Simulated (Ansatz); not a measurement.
**Pressure series in hypothetical R3m AlZnInO4**

The parent structure is AlZnInO4 (space group R3m, No. 160; a = 3.256 Å, c = 25.617 Å (hexagonal axes); a hypothetical phase, not in the database extracts checked).

Cell and atoms are relaxed at each pressure.

Calculations: PBEsol (Ansatz, a quantum-chemistry and plane-wave program), without spin-orbit coupling.

```csv
change,electron mass,c/a ratio,lattice parameter a,smallest direct gap
base,0.25 mₑ (at Γ),7.867,3.256 Å,1.81 eV
pressure 0.7 GPa,0.25 mₑ (at Γ),7.868,3.252 Å,1.82 eV
pressure 1.5 GPa,0.25 mₑ (at Γ),7.869,3.247 Å,1.84 eV
pressure 3 GPa,0.26 mₑ (at Γ),7.872,3.238 Å,1.87 eV
```

Load acts through the strain it causes; cell and atoms are relaxed under it. Effective masses come from finite differences of ±0.01 Å⁻¹. Stability against distortions was not tested.
